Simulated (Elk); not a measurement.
## Input and output of a self-consistent single point for SnTe (Fm-3m, 2 atoms in the cell) (Elk)

Level of theory: PBE, all-electron FP-LAPW, Elk's shipped species files, APW+lo basis with extra local orbitals (Elk).

This input was run:

```
tasks
  0

xctype
  20

rgkmax
  8.0

gmaxvr
  14.0

nxlo
  2

lorbcnd
  .true.

lmaxi
  3

stype
  0

swidth
  0.00499791

scale
  8.348842732

avec
    0.0000000000    0.7071067812    0.7071067812
    0.7071067812    0.0000000000    0.7071067812
    0.7071067812    0.7071067812    0.0000000000

sppath
  './'

atoms
  2   : nspecies
  'Sn.in'   : spfname
  1   : natoms; atposl, bfcmt below
  0.0000000000  0.0000000000  0.0000000000    0.0 0.0 0.0
  'Te.in'   : spfname
  1   : natoms; atposl, bfcmt below
  0.5000000000  0.5000000000  0.5000000000    0.0 0.0 0.0

ngridk
  6 6 6
```

Log, with long lists cut:

```
│ Elk code version 10.2.4 │

All units are atomic (Hartree, Bohr, etc.)

│ Ground-state run starting from atomic densities │

Lattice vectors :
   0.000000000       5.903523311       5.903523311
   5.903523311       0.000000000       5.903523311
   5.903523311       5.903523311       0.000000000

Unit cell volume      :    411.4943183
Brillouin zone volume :   0.6028034955

Muffin-tin inner radius fraction :   0.1000000000E-01

Nuclei treated as point charges

Species :    1 (Sn)
 parameters loaded from : Sn.in
 name : tin
 nuclear charge    :   -50.00000000
 electronic charge :    50.00000000
 atomic mass :    216395.0920
 muffin-tin radius :    2.600000000
 number of radial points in muffin-tin :    597
 atomic positions (lattice), magnetic fields (Cartesian) :
   1 :   0.00000000  0.00000000  0.00000000    0.00000000  0.00000000  0.00000000

Species :    2 (Te)
 parameters loaded from : Te.in
 name : tellurium
 nuclear charge    :   -52.00000000
 electronic charge :    52.00000000
 atomic mass :    232600.5707
 muffin-tin radius :    2.600000000
 number of radial points in muffin-tin :    597
 atomic positions (lattice), magnetic fields (Cartesian) :
   1 :   0.50000000  0.50000000  0.50000000    0.00000000  0.00000000  0.00000000

Total number of atoms per unit cell :    2

Spin treatment :
 spin-unpolarised

Number of Bravais lattice symmetries :   48
Number of crystal symmetries         :   48
Crystal has inversion symmetry
Real symmetric eigensolver will be used

k-point grid :      6     6     6
k-point offset :    0.000000000       0.000000000       0.000000000
k-point set is reduced with full crystal symmetry group
Total number of k-points :       16

Muffin-tin radius times maximum |G+k| :    8.000000000
 using average radius
Maximum |G+k| for APW functions       :    3.076923077
Maximum (1/2)|G+k|²                   :    4.733727811
Maximum |G| for potential and density :    14.00000000
 potential will be trimmed for |G| > 2 gkmax
Constant for pseudocharge density :    9
Radial integration step length :    4

G-vector grid sizes :     40    40    40
Number of G-vectors :    19195

Maximum angular momentum used for
 APW functions                      :    8
 outer part of muffin-tin           :    6
 inner part of muffin-tin           :    3

Total nuclear charge    :   -102.0000000
Total core charge       :    66.00000000
Total valence charge    :    36.00000000
Total excess charge     :    0.000000000
Total electronic charge :    102.0000000

Effective Wigner radius, rₛ :   0.9875483188

Number of empty states         :    8
Total number of valence states :   26
Total number of core states    :   66

Conduction state local-orbitals added automatically
Total number of local-orbitals :  162

Exchange-correlation functional :     20     0     0
 Perdew-Burke-Ernzerhof, Phys. Rev. Lett. 77, 3865 (1996)
 gradient requirement :    1
 generalised gradient approximation (GGA)

Smearing type :    0
 Gaussian
Smearing width :   0.4997910000E-02
Effective electronic temperature (K) :    1578.215154

Mixing type :    3
 Broyden mixing, J. Phys. A: Math. Gen. 17, L317 (1984)

Kohn-Sham potential initialised from atomic data

│ Self-consistent loop started │
│ Loop number : 1 │
 total energy                :     -12985.9879465
│ Loop number : 2 │
 total energy                :     -12985.9277289
RMS change in Kohn-Sham potential (target) :   0.1018784678     (  0.1000000000E-05)
Absolute change in total energy (target)   :   0.6021765551E-01 (  0.1000000000E-03)
│ Loop number : 3 │
 total energy                :     -12985.1734540
RMS change in Kohn-Sham potential (target) :   0.9363238062E-01 (  0.1000000000E-05)
Absolute change in total energy (target)   :   0.7693292540     (  0.1000000000E-03)
│ Loop number : 4 │
 total energy                :     -12980.5681852
RMS change in Kohn-Sham potential (target) :   0.4475256495E-01 (  0.1000000000E-05)
Absolute change in total energy (target)   :    4.797601089     (  0.1000000000E-03)
│ Loop number : 5 │
 total energy                :     -12977.6611739
RMS change in Kohn-Sham potential (target) :   0.1434629783E-01 (  0.1000000000E-05)
Absolute change in total energy (target)   :    4.106411620     (  0.1000000000E-03)
│ Loop number : 6 │
 total energy                :     -12976.6042297
RMS change in Kohn-Sham potential (target) :   0.3577983380E-02 (  0.1000000000E-05)
Absolute change in total energy (target)   :    2.083547118     (  0.1000000000E-03)
│ Loop number : 7 │
 total energy                :     -12976.2413795
RMS change in Kohn-Sham potential (target) :   0.1859116103E-03 (  0.1000000000E-05)
Absolute change in total energy (target)   :   0.8837369539     (  0.1000000000E-03)
│ Loop number : 8 │
 total energy                :     -12976.2258341
RMS change in Kohn-Sham potential (target) :   0.1167644099E-03 (  0.1000000000E-05)
Absolute change in total energy (target)   :   0.2364796310     (  0.1000000000E-03)
│ Loop number : 9 │
 total energy                :     -12976.2058177
RMS change in Kohn-Sham potential (target) :   0.3021660341E-04 (  0.1000000000E-05)
Absolute change in total energy (target)   :   0.7913630792E-01 (  0.1000000000E-03)
│ Loop number : 10 │
 total energy                :     -12976.2063807
RMS change in Kohn-Sham potential (target) :   0.8885418215E-05 (  0.1000000000E-05)
Absolute change in total energy (target)   :   0.1922112361E-01 (  0.1000000000E-03)
│ Loop number : 11 │
 total energy                :     -12976.2063441
RMS change in Kohn-Sham potential (target) :   0.4550496986E-05 (  0.1000000000E-05)
Absolute change in total energy (target)   :   0.4841820351E-02 (  0.1000000000E-03)
│ Loop number : 12 │
 total energy                :     -12976.2063921
RMS change in Kohn-Sham potential (target) :   0.4205870069E-06 (  0.1000000000E-05)
Absolute change in total energy (target)   :   0.1162458295E-02 (  0.1000000000E-03)
│ Loop number : 13 │
 total energy                :     -12976.2064022
RMS change in Kohn-Sham potential (target) :   0.2233168272E-06 (  0.1000000000E-05)
Absolute change in total energy (target)   :   0.2805243839E-03 (  0.1000000000E-03)
│ Loop number : 14 │
 total energy                :     -12976.2064051
RMS change in Kohn-Sham potential (target) :   0.4173881211E-07 (  0.1000000000E-05)
Absolute change in total energy (target)   :   0.6721881255E-04 (  0.1000000000E-03)
Convergence targets achieved

│ Loop number : 15 │

Energies :
 Fermi                       :     0.242208490528
 sum of eigenvalues          :     -7859.52041609
 electron kinetic            :      13692.5582018
 core electron kinetic       :      13287.9216276
 Coulomb                     :     -26327.0461983
 Coulomb potential           :     -21106.2916219
 nuclear-nuclear             :     -1056.04048158
 electron-nuclear            :     -29435.7198116
 Hartree                     :      4164.71409484
 Madelung                    :     -15773.9003874
 xc potential                :     -445.786995982
 exchange                    :     -336.251332455
 correlation                 :     -5.46707571800
 total energy                :     -12976.2064047

Density of states at Fermi energy :    5.602513263
 (states/Hartree/unit cell)

Estimated indirect band gap :   0.7103526950E-02
 from k-point      4 to k-point      4
Estimated direct band gap   :   0.7103526950E-02
 at k-point      4

Charges :
 core                        :    66.00000000
 valence                     :    36.00000000
 interstitial                :    4.024342387
 muffin-tins (core leakage)
  species :    1 (Sn)
   atom    1                 :    48.00864046     (  0.6678576081E-04)
  species :    2 (Te)
   atom    1                 :    49.96701715     (  0.4019480277E-03)
 total in muffin-tins        :    97.97565761
 total calculated charge     :    101.9935640
 total charge                :    102.0000000
 error                       :   0.6435956486E-02

│ Self-consistent loop stopped │
```

The run converged in 15 iterations. The count includes the last loop, which Elk runs after its targets are met.

The starting cell comes from a database of computed structures (which also holds hypothetical and non-ambient phases and stackings), without a prior relaxation at this level. Its lattice was rescaled by a random factor within 2.5 % of one. Spin-orbit coupling is off. Values depend on the basis (sphere radii, cutoffs, local orbitals), which need not be converged. The run gives no clean gap (levels at the Fermi energy touch, overlap or are partly filled at this smearing), which alone does not show that the compound is a metal. The log's line on a gap gives a spacing of levels on this mesh, which the program prints for metals too.
